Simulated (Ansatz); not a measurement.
Amorphous Zr20O43Y2, 65 atoms at 5.27 g/cm³, one PBE-relaxed geometry, zone centre. Methods: PBE, scalar-relativistic without spin-orbit coupling (Ansatz, a first-principles code); r2SCAN, scalar-relativistic without spin-orbit coupling (Ansatz); HSE06, scalar-relativistic without spin-orbit coupling (Ansatz). Plane waves to 420 eV (r2SCAN 500 eV); exact exchange is cut at the cell's faces. At PBE the levels at the filled edge of the gap are localised (band-tail or defect states). All rungs ran without spin polarisation.

Preparation: random packing, a CHGNet melt and quench, and a DFT relaxation. O atoms were pushed apart under 1.9 Å during the dynamics, to hinder bonds among them. The hot cell started wider than the set density and was brought back towards it in steps. It is the lowest in DFT energy of 2 quenches. It is a model cell: composition and starting density were chosen by hand, and all elements were melted together. No dispersion term was used. Its density started from a set value of 5.28 and ended at 5.27 g/cm³. The quench (nominally 380 K/ps over its main leg) was far faster than any real one, so the model tends to hold more defects than a real film. One small periodic cell is one sample of the glass; other quenches scatter about these values. Volume and shape were free in the relaxation. Stress components on the final sampling reach 1.3 GPa. Cycles of charging lowered its energy after that relaxation.

The relaxation ran on the zone centre alone. At PBE the level gap is 3.33 eV on a 2×2×2 Γ-centred mesh, and the spacing at the zone centre alone 3.36 eV.

Question: What zone-centre spacing does r2SCAN give, roughly?

Answer: 3.81 eV (+0.45 eV against PBE).

Question: What zone-centre spacing does HSE06 give, roughly?

Answer: 4.89 eV (+1.54 eV against PBE).

The highest filled and the lowest empty state spread over these numbers of atoms (participation numbers): PBE: 4.7 and 12.1; r2SCAN: 4.8 and 11.6; HSE06: 6.0 and 12.1.
